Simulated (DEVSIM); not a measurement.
Structure: Schottky contact on n-type Si, at 300 K.

Layer 1 from the left is Si, thickness (μm) 2.00, Nd (cm⁻³) 4.5e16, τn (s) 1.4e-7, τp (s) 1.4e-7. Layer 2 from the left is Si, thickness (μm) 26.0, Nd (cm⁻³) 2.7e18, τn (s) 1.4e-7, τp (s) 1.4e-7.

Left contact: Schottky, work function 4.69 eV, emission velocity 4.9e6 cm/s. Right contact: ohmic. Voltage is applied to the left contact. Recombination: SRH at mid-gap. Mobility is constant in doping.

The device is made up for the run: typed textbook-type constants, with dimensions and the other settings drawn at random. Values at 300 K.

Si: gap (eV) 1.124, affinity (eV) 4.05, permittivity 11.7, Nc (cm⁻³) 2.86e19, Nv (cm⁻³) 3.1e19, μn (cm²/Vs) 1417, μp (cm²/Vs) 470.

DEVSIM, 1D drift-diffusion, Boltzmann statistics, complete ionisation; no tunnelling, impact ionisation, image-force lowering or self-heating. Metal contacts follow the ideal Schottky-Mott rule: no Fermi-level pinning, no interface dipoles.

Dark forward current:

| |V| (V) | |J| (A/cm²) |
|---|---|
| 0.05 | 0.002246 |
| 0.10 | 0.01772 |
| 0.15 | 0.1243 |
| 0.20 | 0.8564 |
| 0.25 | 5.851 |
| 0.30 | 38.79 |
| 0.35 | 222.8 |
| 0.40 | 851.4 |
| 0.45 | 2013 |

Q: Work out the local ideality factor n = ΔV / (kT/q · ln(J2/J1)) between the rows 0.15 and 0.20 V, 0.40 and 0.45 V.

A: kT/q = 25.85 mV. From 0.15 to 0.20 V: ln(0.8564/0.1243) = 1.930, n = 1.00, near the 1 of diffusion or emission over a barrier. From 0.40 to 0.45 V: ln(2013/851.4) = 0.860, n = 2.25; the layers' resistance at their doping, Σ W/(qμN) = 2.4e-5 Ω cm², would take 28 mV of this step of 50 mV.

Q: Estimate the current at 0.20 V for emission alone, J0 = q v N_band exp(−φB/kT), and read the barrier back from the simulated current.

A: φB = 0.640 eV, N_band = 2.86e19 cm⁻³, J0 = 0.000397 A/cm²; J = J0 (exp(qV/kT) − 1) = 0.910 A/cm². The simulation gives 0.856 A/cm²; the estimate lies 6.2 % above. Read backwards, the simulated current gives an apparent barrier of 0.642 eV. The estimate leaves out transport through the depletion region and minority injection.
